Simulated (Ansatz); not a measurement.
The reference is SiC in the zinc blende structure (space group F-43m, No. 216; a = 4.380 Å).

All numbers come from PBE in Ansatz (plane waves to 420 eV, PAW, scalar-relativistic without spin-orbit coupling), earlier PAW set.

Before the change:

The width of the top valence band is 4.63 eV and the pressure is 0.00 GPa.

One thing is altered: the cell is scaled by 0.9490 in all directions; the atoms relax in the strained cell.

Q: What does the calculation give for the width of the top valence band after the change?

A: The width of the top valence band rises by 0.625 eV to 5.26 eV.

Q: What happens to the energy relative to the base?

A: The energy increases by 190 meV/atom.

Q: How does this affect the pressure?

A: The pressure goes from zero to 45.30 GPa.

The levels and masses belong to the bands next to the band gap. Whether these cells are dynamically stable was not tested.

Ansatz is a first-principles code.
